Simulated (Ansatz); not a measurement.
# HgTe: energy against strain

HgTe (zinc blende, F-43m, 35.494 Å³/atom at rest, cube axes along x, y and z) under a strain ε along a cube axis (axis z), the other axes held. r2SCAN in Ansatz, a plane-wave DFT program (PAW, default set), 500 eV, 12×12×12 Γ-centred mesh, Fermi-Dirac smearing 0.05 eV; ions are relaxed within the symmetry of each cell.

Here s stands for strain and y for E less E0.

| strain (%) | E less E0 (meV/atom) |
|---|---|
| -1.50 | 1.27 |
| -1.00 | 0.56 |
| -0.50 | 0.14 |
| 0.00 | 0.00 |
| 0.50 | 0.14 |
| 1.00 | 0.55 |
| 1.50 | 1.24 |
| 3.00 | ? |

Q: Using a parabola, estimate the missing y at s = 3.00 from the other rows, showing the fit.

A: Least squares gives y = 0.000 - 0.0079·s + 0.5576·s². Residuals (row less fit): 0.004, -0.005, -0.003, 0.000, 0.005, 0.000, -0.003; standard error 0.005 (degrees of freedom: 4). Twice the quadratic coefficient over the volume, 2 × 0.5576 meV × 10⁴ × 0.1602 / 35.494 Å³, is the elastic constant C11 = 50 ± 0.2 GPa. At the withheld row, y = 0.000 - 0.0079 × 3.0 + 0.5576 × 3.0² = 4.995 meV/atom. The calculation gives 4.87 meV/atom, 0.125 meV/atom below the prediction (2.6 % of the range of y in the table). The row lies outside the fitted rows, so this is an extrapolation. The fitted rows scatter only by rounding.

One order more, fitted to all 13 runs of the series, follows each within 0.01, so the miss is the next term of a smooth law. This level leaves no gap over 0.05 eV at strain -1.50, -1.00, -0.50, 0.00, 0.50, 1.00, 1.50, 3.00, where the mesh may be coarse. Rows are the converged runs of the series near zero and its far end; series whose fitted rows scatter by over a few per cent of the range, as at a crossing or softening among them, aren't shown in this form. Most that stay on the fit to the last digits aren't either.
